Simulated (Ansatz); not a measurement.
**ScIr3C (model structure, started from the Ni3MgC type, Pm-3m, No. 221, 5 atoms in the cell)**

Level of theory: LDA (plane waves, PAW; Ansatz, a program for electronic structure).

Settings: plane-wave cutoff 520 eV, 14×14×14 k mesh, Fermi–Dirac smearing 0.05 eV, no spin polarisation, scalar-relativistic PAW data made under PBE.

Cell (relaxed at this level):

```
CELL_PARAMETERS angstrom
      4.06310     0.00000     0.00000
      0.00000     4.06310     0.00000
      0.00000     0.00000     4.06310
ATOMIC_POSITIONS crystal
  Sc 0.00000 0.00000 0.00000
  Ir 0.00000 0.50000 0.50000
  Ir 0.50000 0.00000 0.50000
  Ir 0.50000 0.50000 0.00000
  C  0.50000 0.50000 0.50000
```

For ScIr3C (model structure, started from the Ni3MgC type, Pm-3m, No. 221, 5 atoms in the cell), the bulk modulus B0 comes out as 290 GPa.

Note: the run has no spin polarisation, so it can have missed a magnetic state; the bulk modulus is −V dP/dV from two relaxed cells at ±2 % in volume; the relaxation could raise the start's symmetry but not lower it, so the cell can be a saddle point.

Spin–orbit coupling is not included; it can open a gap where bands touch, and shift volumes and moduli.

The computed numbers hold no vibrational or temperature effects.

A model structure was made by putting elements into a prototype or built by hand; it is no filed structure, need not be a known phase, and can be a saddle point held by its symmetry.
